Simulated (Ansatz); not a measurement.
The reference is Zr in the hcp (Mg type) structure (space group P6_3/mmc, No. 194).

Space group P6₃/mmc (No. 194); a = b = 3.1842 Å, c = 5.1167 Å, α = β = 90.00°, γ = 120.00°

| atom | site | symmetry | x | y | z |
|---|---|---|---|---|---|
| Zr | 2c | -6m2 | 0.3333 | 0.6667 | 0.2500 |

The values are results of DFT with PBEsol, PAW potentials and a 420 eV plane-wave cutoff in Ansatz (a first-principles code), no spin-orbit coupling, not measurements.

One change was made to it. Results:

```json
[
 {"quantity": "c/a ratio", "base": "1.607", "after": "1.626"},
 {"quantity": "volume per atom", "base": "22.46 Å³", "after": "20.71 Å³"}
]
```

Question: Name the change that was made.
A) pressure 0.9 GPa
B) pressure 9 GPa
C) pressure −2 GPa
D) pressure −1 GPa
E) pressure 4.5 GPa

Answer: B, pressure 9 GPa. For comparison, the volume per atom in the other runs: pressure −1 GPa gives 22.70 Å³; pressure 0.9 GPa gives 22.26 Å³; pressure −2 GPa gives 22.94 Å³; pressure 4.5 GPa gives 21.52 Å³.

Load acts through the strain it causes; cell and atoms are relaxed under it. Stability against distortions was not tested. The final runs are not spin-polarised. Measured, Zr leaves this structure (for the ω phase) near 3 GPa (temperature not stated; as listed in C. Cazorla, D. Alfè, M. J. Gillan, Physical Review B (2008)).
